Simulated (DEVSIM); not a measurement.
Device: abrupt Ge p-n junction, at 250 K.

| layer (left to right) | material | thickness (μm) | Nd (cm⁻³) | Na (cm⁻³) | τn (s) | τp (s) |
|---|---|---|---|---|---|---|
| 1 | Ge | 0.570 | - | 2.7e16 | 1.1e-6 | 1.1e-6 |
| 2 | Ge | 110 | 1.9e17 | - | 1.1e-6 | 1.1e-6 |

Left contact: ohmic. Right contact: ohmic. Voltage is applied to the left contact. Recombination: SRH at mid-gap, radiative, Auger. Mobility is constant in doping.

This is a model device: material constants are rounded textbook-type values typed into the input, and sizes, dopings and lifetimes were drawn at random. Values at 300 K; Nc and Nv go as T^1.5, mobilities as T to minus their exponent, the gap by Varshni's rule with the affinity fixed.

```tsv
parameter	Ge
gap (eV)	0.664
affinity (eV)	4
permittivity	16
Nc (cm⁻³)	1.04e19
Nv (cm⁻³)	6e18
μn (cm²/Vs)	3900
μp (cm²/Vs)	1900
T exponent of μn	1.66
T exponent of μp	2.33
B (cm³/s)	6.4e-14
Cn (cm⁶/s)	1e-31
Cp (cm⁶/s)	1e-31
Varshni α (eV/K)	0.000477
Varshni β (K)	235
```

DEVSIM, 1D drift-diffusion, Boltzmann statistics, complete ionisation; no tunnelling, impact ionisation, image-force lowering or self-heating.

The thickness of layer 1 was swept, all else fixed.

```tsv
thickness of layer 1 (μm)	largest field in the device at zero bias (V/cm)	dark forward voltage at 100 A/cm² (V)	dark forward voltage at 1 A/cm² (V)
0.11	53000	0.298	0.179
0.2	49000	0.329	0.214
0.34	49000	0.345	0.235
0.57	49000	0.360	0.250
0.97	49000	0.373	0.264
1.7	49000	___	___
2.8	49000	0.396	0.288
```

**Question.** Complete the blanks.

**Answer.** 
- 1.7, dark forward voltage at 100 A/cm² (V): 0.386
- 1.7, dark forward voltage at 1 A/cm² (V): 0.277
